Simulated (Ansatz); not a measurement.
Consider a 32-atom cell of (Cu,Al) started in the face-centred cubic structure, site fractions Cu 0.969, Al 0.031, short-range order -0.03 among the nearest mixed sites of the first mixed sublattice (0 is random, a negative value favours unlike neighbours), space group Pm-3m at the end, an ordered arrangement that its symmetry holds. Its start:

```yaml
crystal:
  lattice:
    - [0.00000, 0.00000, 7.24459]
    - [7.24459, 0.00000, 0.00000]
    - [0.00000, 7.24459, 0.00000]
  atoms:
    - { symbol: Cu, position: [0.00000, 0.50000, 0.00000] }
    - { symbol: Cu, position: [0.00000, 0.75042, 0.25042] }
    - { symbol: Cu, position: [0.24898, 0.75102, 0.00000] }
    - { symbol: Cu, position: [0.00000, 0.00000, 0.00000] }
    - { symbol: Cu, position: [0.00000, 0.24958, 0.25042] }
    - { symbol: Cu, position: [0.00000, 0.50000, 0.50000] }
    - { symbol: Cu, position: [0.00000, 0.75042, 0.74958] }
    - { symbol: Cu, position: [0.24898, 0.24898, 0.00000] }
    - { symbol: Cu, position: [0.24898, 0.50000, 0.25102] }
    - { symbol: Cu, position: [0.24958, 0.75042, 0.50000] }
    - { symbol: Al, position: [0.50000, 0.50000, 0.00000] }
    - { symbol: Cu, position: [0.50000, 0.75102, 0.25102] }
    - { symbol: Cu, position: [0.75102, 0.75102, 0.00000] }
    - { symbol: Cu, position: [0.00000, 0.00000, 0.50000] }
    - { symbol: Cu, position: [0.00000, 0.24958, 0.74958] }
    - { symbol: Cu, position: [0.24958, 0.00000, 0.25042] }
    - { symbol: Cu, position: [0.24958, 0.24958, 0.50000] }
    - { symbol: Cu, position: [0.24898, 0.50000, 0.74898] }
    - { symbol: Cu, position: [0.50000, 0.00000, 0.00000] }
    - { symbol: Cu, position: [0.50000, 0.24898, 0.25102] }
    - { symbol: Cu, position: [0.50000, 0.50000, 0.50000] }
    - { symbol: Cu, position: [0.50000, 0.75102, 0.74898] }
    - { symbol: Cu, position: [0.75102, 0.24898, 0.00000] }
    - { symbol: Cu, position: [0.75102, 0.50000, 0.25102] }
    - { symbol: Cu, position: [0.75042, 0.75042, 0.50000] }
    - { symbol: Cu, position: [0.24958, 0.00000, 0.74958] }
    - { symbol: Cu, position: [0.50000, 0.00000, 0.50000] }
    - { symbol: Cu, position: [0.50000, 0.24898, 0.74898] }
    - { symbol: Cu, position: [0.75042, 0.00000, 0.25042] }
    - { symbol: Cu, position: [0.75042, 0.24958, 0.50000] }
    - { symbol: Cu, position: [0.75102, 0.50000, 0.74898] }
    - { symbol: Cu, position: [0.75042, 0.00000, 0.74958] }
```

These are PBE (plane waves to 420 eV, PAW; Ansatz, an electronic-structure program) values and carry that method's errors. Spin–orbit coupling is left out. Its k-point mesh 5×5×5, Fermi–Dirac width 0.05 eV.

Task: Predict the alloy's volume and bond lengths.

Result: The volume per atom is 12.02 Å³ and the Cu–Cu bonds (within 1.22 times the sum of covalent radii) is 2.570 Å on average, from 2.559 to 2.583 (180). The Al–Cu bonds (within 1.22 times the sum of covalent radii) comes out as 2.583 Å on average, from 2.583 to 2.583 (12).
